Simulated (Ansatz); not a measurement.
A self-consistent single point of RbCl (P6_3mc, 4 atoms in the cell) with Ansatz (a first-principles code).

Computed with BLYP, harder PAW files (source: ansatz) made with PBE (plane waves; Ansatz).

```
RbCl
1.0
    5.10527     0.00000     0.00000
   -2.55263     4.42129     0.00000
    0.00000     0.00000     8.36125
Rb Cl
2 2
Cartesian
  2.55264   1.47376   0.00000
  0.00000   2.94753   4.18063
  2.55264   1.47376   5.22746
  0.00000   2.94753   1.04683
```

Reference input (self-consistent single point, DFT, PBE, plane waves, harder PAW files (source: ansatz)): basis.ecutwfc = 660 eV; kpoints.mp_grid.grid = 4 4 2; hamiltonian.xc = pbe; hamiltonian.pseudopotentials = {kind: paw, source: ansatz}; scf.occupations.method = cold; scf.occupations.width = 0.136 eV. This run's input differs from it in these lines:

Ansatz 0.2 input:
```diff
@@ -15,3 +15,3 @@
 hamiltonian:
-  xc: pbe
+  xc: blyp
   pseudopotentials: { kind: paw, source: ansatz }
```

Output, abridged:

```
SCF iter   1: F=—  HF=-8751.142422 eV  |F-HF|=—  |Δ(HF+E_count)|=         —  Δρ=3.85e-2  dr2=4.36e0  ethr=3.10e-3  ⟨swp⟩=12.8  Hψ=1239  notcnv=0
all-band conjugate gradients solve this SCF's bands
preconditioner: auto → Resta (q_TF=auto, 2.030 Å⁻¹)
SCF iter   2: F=—  HF=-8749.560308 eV  |F-HF|=—  |Δ(HF+E_count)|=    1.58e0  S|Δr|=    0.00e0  Δρ=1.44e-2  dr2=5.55e-1  ethr=3.10e-3  ⟨swp⟩=4.4  Hψ=444  notcnv=0
   [... lines left out ...]
SCF iter   6: F=—  HF=-8749.342179 eV  |F-HF|=—  |Δ(HF+E_count)|=   2.31e-4  S|Δr|=    0.00e0  Δρ=4.89e-5  dr2=4.97e-6  ethr=4.64e-7  ⟨swp⟩=2.6  Hψ=314  notcnv=0
SCF iter   7: F=—  HF=-8749.342236 eV  |F-HF|=—  |Δ(HF+E_count)|=   5.73e-5  S|Δr|=    0.00e0  Δρ=7.12e-6  dr2=1.43e-7  ethr=1.55e-8  ⟨swp⟩=2.6  Hψ=326  notcnv=0
SCF iter   8: F=-8749.342236 eV  HF=-8749.342236 eV  |F-HF|=1.05e-8  |Δ(HF+E_count)|=   5.35e-7  S|Δr|=    0.00e0  Δρ=1.76e-6  dr2=7.68e-9  ethr=3.13e-10  ⟨swp⟩=12.1  Hψ=1341  notcnv=0
SCF 1 converged in 8 iterations: F = -8749.342236 eV  dr2 = 7.68e-9
Stability not checked (fill_not_monotonic)
Free energy (F): -8749.342236 eV
Internal energy: -8749.342236 eV  (E = F + TS)
E sigma→0 (E₀):  -8749.342236 eV
Fermi energy:    1.839651 eV
--- Forces (eV/Å), atoms counted from 1 ---
  atom   1  Rb    -0.00000000     0.00000000     0.01064702
  atom   2  Rb     0.00000000     0.00000000     0.01064702
  atom   3  Cl     0.00000000    -0.00000000    -0.01062187
  atom   4  Cl    -0.00000000     0.00000000    -0.01062187
--- Stress (GPa, compression-positive) ---
        1.578041      -0.000000      -0.000000
       -0.000000       1.578041      -0.000000
       -0.000000       0.000000       1.350301
  P = ⅓ Tr σ = 1.5021 GPa (15.021 kbar)
  The stress holds the Pulay correction. Without it, at fixed plane waves, as pw.x and ABINIT print it: P = 1.5003 GPa
```

The run converged in 8 iterations. Against the reference run the pressure goes from 0.92 to 1.50 GPa, the largest force moves little (0.013 to 0.011 eV/Å) and the gap on the mesh goes from 4.606 to 4.571 eV.

The starting cell was generated: these elements placed on a structure prototype, without a prior relaxation; it need not be a known phase or ordering of this composition. Ansatz's pressure includes its estimate of the finite-basis (Pulay) stress.
